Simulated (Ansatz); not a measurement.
**A computed series for MoSi2: response to strain**

Start from MoSi$_{2}$ (space group I4/mmm, No. 139; a = 3.1740 Å, c = 7.7787 Å; relaxed with 0.1 eV smearing). Axes: x, y, z lie along a, b, c of the conventional cell.

Strains are applied to the cell and any free atomic positions relax.

Calculations: LDA, PAW, 420 eV (Ansatz, a quantum-chemistry and plane-wave program; no spin-orbit coupling).

Notes on the quantities. energy relative to the base: free energy F; pressure: mean of the normal stresses, compression positive.

```
case                         energy relative to the base  pressure
---------------------------  ---------------------------  --------
base                                          0 meV/atom   0.0 GPa
tensor shear ε_xz = +0.57 %                +1.1 meV/atom   0.0 GPa
tensor shear ε_xz = +1.43 %                          [?]   0.2 GPa
tensor shear ε_xz = +1.14 %                +4.4 meV/atom   0.1 GPa
tensor shear ε_xz = +0.29 %                +0.3 meV/atom   0.0 GPa
tensor shear ε_xz = +0.86 %                          [?]   0.1 GPa
```

Q: Complete the table.

A: 
- tensor shear ε_xz = +1.43 %, energy relative to the base: +7.0 meV/atom
- tensor shear ε_xz = +0.86 %, energy relative to the base: +2.5 meV/atom

Stability against distortions was not tested. The final runs are not spin-polarised.
